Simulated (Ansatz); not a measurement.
**How the lattice constant a of Bi2S3 (model structure, started from the A-La2O3 type, P-3m1, No. 164, 5 atoms in the cell) moves with the method**

No measured value is used here.

```tsv
level (code)	value (Å)
PBE (Ansatz)	4.056
PBEsol (Ansatz)	[?]
PBE-D3(BJ) (Ansatz)	4.011
```

Task: Complete the blanks.

Result: 
- PBEsol (Ansatz, a quantum-chemistry and plane-wave program), value (Å): 3.996

Density-functional levels without +SOC have no spin–orbit coupling. Ansatz's density-functional and Hartree–Fock values are scalar-relativistic unless marked +SOC, with PAW data made under PBE.

A model structure was made by putting elements into a prototype or built by hand; it is no filed structure, need not be a known phase, and can be a saddle point held by its symmetry.
